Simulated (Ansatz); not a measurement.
Functionals compared on a constructed model of the (111) surface of fcc Rh, a pseudomorphic layer of Zn in the host's stacking (bottom of the slab: a bare face, its two planes held), in Ansatz (plane waves, PAW). The structure was relaxed with PBE; the other rows are single points on it. Cutoff 420 eV (500 eV for r2SCAN).

Set-up: 7 atoms, 13.3 Å thick at the start with caps and adatoms (thin: gaps and levels are the slab's own); mesh 16x16x1; 0.1 eV smearing; dipole correction on; 2 atoms held, the rest relaxed; held to the start's symmetry, so lower structures may exist; no spin, no spin-orbit, no U. In PBE it is, or lies within 0.01 eV a 1x1 cell of, the lowest of the 2 structures of its composition computed so far; subsurface sites and larger cells were not tried. These notes are the PBE run's.

| functional | work function of the top face (eV) | rough cost of the single point |
|---|---|---|
| PBE | 4.45 | – |
| RPBE | 4.30 | roughly 40 core-seconds |
| r2SCAN | 4.54 | around 70 core-seconds (rough) |

Ansatz is a quantum-chemistry and plane-wave program.
